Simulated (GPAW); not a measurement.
Band structure of ZrNi5 (F-43m, 6 atoms in the cell).

```
ZrNi5
1.0
    0.00000     3.24604     3.24604
    3.24604     0.00000     3.24604
    3.24604     3.24604     0.00000
Zr Ni
1 5
Direct
  0.00000   0.00000   0.00000
  0.25000   0.25000   0.25000
  0.62347   0.62347   0.62347
  0.12959   0.62347   0.62347
  0.62347   0.62347   0.12959
  0.62347   0.12959   0.62347
```
Moments meant for the start (each program seeds them in its own way; μB, in the order of the atoms Zr Ni Ni Ni Ni Ni): 0.0 2.0 0.0 0.0 0.0 0.0.

Computed with PBEsol, GPAW PAW datasets PBEsol (made by gpaw-setup) (plane waves; GPAW).

Settings: spinpol = true; mode = pw; ecut = 850 eV; xc = PBEsol; kpts = 6 6 6; mesh shift (steps) = 0 0 0; occupations.name = methfessel-paxton; occupations.width = 0.272 eV; occupations.order = 0; nbands = -14; symmetry.symmorphic = false; symmetry.tolerance = 0.0005; maxiter = 120; bandpath_npoints = 40.

The starting cell comes from a database of computed structures (which also holds hypothetical and non-ambient phases and stackings), without a prior relaxation at this level. Its lattice was rescaled by a random factor within 2.5 % of one. The starting moments vanished: the run ended non-magnetic, which need not be the lowest state.

Levels in eV from the Fermi level, bands 43 to 50 of the first spin channel:
| point | 43 | 44 | 45 | 46 | 47 | 48 | 49 | 50 |
|---|---|---|---|---|---|---|---|---|
| Γ | 0.09 | 0.09 | 0.09 | 0.34 | 0.34 | 0.34 | 0.78 | 1.71 |
| X | -0.55 | -0.55 | -0.47 | -0.33 | -0.10 | 1.95 | 1.95 | 2.35 |
| W | -0.60 | -0.46 | -0.30 | -0.18 | -0.13 | 0.25 | 1.88 | 2.78 |
| K | -0.57 | -0.57 | -0.35 | -0.28 | -0.18 | 0.88 | 1.63 | 2.85 |
| L | -0.76 | -0.76 | -0.71 | 0.34 | 1.00 | 1.00 | 1.02 | 2.67 |
| U | -0.57 | -0.57 | -0.35 | -0.28 | -0.18 | 0.88 | 1.63 | 2.85 |

Bands cross the Fermi level along this path, so the cell is metallic at this level.

The net moment of the cell came out as 0.00 μB.
